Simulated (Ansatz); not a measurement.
Take BaTiO₃ in the cubic perovskite structure (space group Pm-3m, No. 221; a = 3.970 Å) as the base. Axes: x, y, z lie along the cube axes.

Computed with PBEsol/PAW in Ansatz (a first-principles code), spin-orbit coupling left out.

Strains are applied to the cell and any free atomic positions relax; under biaxial strain the out-of-plane vector relaxes too.

One change was made to it. Results:

```tsv
quantity	base	after
pressure (mean of the normal stresses, compression positive)	-0.01 GPa	1.33 GPa
energy relative to the base (free energy F)	0 meV/atom	+0.7 meV/atom
shortest interatomic distance	1.985 Å	1.980 Å
```

### Question
Name the change that was made.
(A) biaxial strain −0.50 %, plane normal [111], relaxed out of plane
(B) biaxial strain −1.00 %, plane normal [111], relaxed out of plane
(C) biaxial strain −1.50 %, plane normal [111], relaxed out of plane
(D) biaxial strain −2.00 %, plane normal [111], relaxed out of plane

### Answer
A, biaxial strain −0.50 %, plane normal [111], relaxed out of plane. For comparison, the energy relative to the base in the other runs: biaxial strain −1.50 %, plane normal [111], relaxed out of plane gives +7.0 meV/atom; biaxial strain −1.00 %, plane normal [111], relaxed out of plane gives +3.1 meV/atom; biaxial strain −2.00 %, plane normal [111], relaxed out of plane gives +13 meV/atom.

Whether these cells are dynamically stable was not tested. The final runs are not spin-polarised. Many cubic perovskites are stable only at high temperature; tilts and polar distortions were not tested. This is not the structure that BaTiO3 has at room temperature and ambient pressure.
